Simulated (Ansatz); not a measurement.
The boundary is one mirror-built cell; no search for the lowest one was made.

Calculation: PBE (plane waves, PAW; Ansatz, a program for electronic structure).

Contact (Sharvin) terms of both leads are taken out of the resistance.

Values are means of three energies within 0.05 eV of the Fermi level, on a potential converged at a Fermi-Dirac width of 0.05 eV. Resistances leave out the leads' Sharvin resistance. Spin-orbit coupling is left out.

```json
[
 {"junction": "Σ3 (111) symmetric tilt boundary in fcc Co", "AR (10⁻¹⁵ Ω m²)": "___"},
 {"junction": "Σ3 (111) symmetric tilt boundary in fcc Co, with one H atom a cell (5.4 Å²) in the boundary", "AR (10⁻¹⁵ Ω m²)": "0.31"},
 {"junction": "Σ3 (111) symmetric tilt boundary in fcc Co, with one N atom a cell (5.4 Å²) in the boundary", "AR (10⁻¹⁵ Ω m²)": "0.74"},
 {"junction": "Σ3 (111) symmetric tilt boundary in fcc Co, with one O atom a cell (5.4 Å²) in the boundary", "AR (10⁻¹⁵ Ω m²)": "0.56"},
 {"junction": "Σ3 (111) symmetric tilt boundary in fcc Co, with one S atom a cell (5.4 Å²) in the boundary", "AR (10⁻¹⁵ Ω m²)": "1.1"}
]
```

Task: What belongs in the gaps?

Result: 
- Σ3 (111) symmetric tilt boundary in fcc Co, AR (10⁻¹⁵ Ω m²): 0.15
